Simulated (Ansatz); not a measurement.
Cost and result by functional for the surface energy of the (100) surface of bcc Mo in its 1x1 cell (the real clean face reconstructs), outermost plane spacing 1.58 Å in the ideal cut, in Ansatz (plane waves, PAW). Single points on the PBE structure, on one kind of machine; costs are rough ratios of the slab run's core time (references not counted) to the cheapest single point. r2SCAN's cost holds its higher cutoff (500 against 420 eV). Differences are taken against r2SCAN for comparison alone: no measured value is at hand, so the table doesn't rank accuracy.

Model: 8-atom slab, 11.1 Å thick at the start, 12x12x1 mesh, Fermi-Dirac 0.1 eV, dipole correction, all atoms relaxed; symmetry of the start imposed; no spin, no spin-orbit, no U. These notes are the PBE run's.

```csv
functional,relative cost,surface energy (J/m²),less r2SCAN (J/m²)
LDA,1,3.65,0.16
PBEsol,1,3.55,0.07
RPBE,1,3.03,-0.46
r2SCAN,2,3.48,0.00
PBE (the relaxed run's value),–,3.22,-0.26
```

The values span 0.62 J/m², while the single points' costs differ by a factor of roughly 2. Differences are of unrounded values.

Ansatz is a program for electronic structure.
